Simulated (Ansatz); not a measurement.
Take TiO2 in the rutile structure (space group P4_2/mnm, No. 136; a = 4.548 Å, c = 2.917 Å) as the base. Axes: x, y, z lie along a, b, c of the conventional cell.

The values are results of LDA (Ansatz, an electronic-structure program), without spin-orbit coupling, not measurements.

Strains are applied to the cell and any free atomic positions relax; under biaxial strain the out-of-plane vector relaxes too.

One change was made to it. Results:

```json
[
 {"quantity": "pressure (mean of the normal stresses, compression positive)", "base": "0.00 GPa", "after": "-1.57 GPa"},
 {"quantity": "band gap", "base": "1.86 eV", "after": "1.87 eV"}
]
```

Q: What was done to the base?
A. biaxial strain +1.80 %, plane normal [001], relaxed out of plane
B. biaxial strain +2.40 %, plane normal [001], relaxed out of plane
C. biaxial strain +3.00 %, plane normal [001], relaxed out of plane
D. biaxial strain +1.20 %, plane normal [001], relaxed out of plane
E. biaxial strain +0.60 %, plane normal [001], relaxed out of plane

A: E, biaxial strain +0.60 %, plane normal [001], relaxed out of plane. For comparison, the pressure in the other runs: biaxial strain +2.40 %, plane normal [001], relaxed out of plane gives -5.86 GPa; biaxial strain +1.20 %, plane normal [001], relaxed out of plane gives -3.07 GPa; biaxial strain +1.80 %, plane normal [001], relaxed out of plane gives -4.50 GPa; biaxial strain +3.00 %, plane normal [001], relaxed out of plane gives -7.13 GPa.

Stability against distortions was not tested. The final runs are not spin-polarised.
